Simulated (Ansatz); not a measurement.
Functionals compared on the (0001) surface of hcp Hf in its 1x1 cell, outermost plane spacing 2.53 Å in the ideal cut, in Ansatz (plane waves, PAW). The structure was relaxed with PBE; the other rows are single points on it, each with its references at the same level. Cutoff 420 eV (500 eV for r2SCAN).

Slab: 5 atoms, 10.1 Å thick at the start (thin: gaps and levels are the slab's own); k 13x13x1, smearing 0.1 eV, dipole-corrected; all atoms relaxed; symmetry of the start imposed; no spin, no spin-orbit, no U. These notes are the PBE run's.

```csv
functional,surface energy (J/m²),work function of the top face (eV),rough cost of the single point
PBE,1.73,4.35,–
LDA,1.90,4.53,about 27 core-seconds (a rough figure)
PBEsol,?,?,roughly 26 core-seconds
RPBE,1.64,4.25,very roughly 30 core-seconds
r2SCAN,1.95,4.47,roughly 60 core-seconds
```

Q: Complete the blanks.

A: 
- PBEsol, surface energy (J/m²): 1.88
- PBEsol, work function of the top face (eV): 4.42

Ansatz is a first-principles code.
